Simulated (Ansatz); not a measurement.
The starting structures come from a database of crystals and need not be the phases stable at ambient conditions.

 Where the default PAW files enter, the runs use the earlier of Ansatz's two default sets.

**Evanescent states of Ba2H6Ru (Fm-3m, not sure to be the ambient phase, 9 atoms a cell, 14.6 Å³ an atom, -2 GPa at this level) along the normal of (001)**

Computed with PBEsol (plane waves, PAW; Ansatz, an electronic-structure program).

The gap is the functional's own. No spin-orbit coupling. Mid-gap values are interpolated on the energy grid.

Energies count from the valence-band top; κ is the least over a 6×6 mesh across the current.

```tsv
E (eV)	κ (1/Å)	where
0.05	0.186	Γ
0.15	0.333	Γ
0.25	0.398	Γ
0.35	0.386	Γ
0.45	___	Γ
0.55	___	Γ
0.65	___	Γ
0.75	0.333	Γ
0.85	___	Γ
0.95	___	Γ
1.05	___	Γ
1.15	___	Γ
1.25	___	Γ
1.35	0.219	Γ
1.45	0.191	Γ
1.55	0.157	Γ
1.65	0.111	Γ
```

### Question
What belongs in the gaps?

### Answer

- 0.45, κ (1/Å): 0.374
- 0.55, κ (1/Å): 0.361
- 0.65, κ (1/Å): 0.347
- 0.85, κ (1/Å): 0.318
- 0.95, κ (1/Å): 0.301
- 1.05, κ (1/Å): 0.284
- 1.15, κ (1/Å): 0.264
- 1.25, κ (1/Å): 0.243
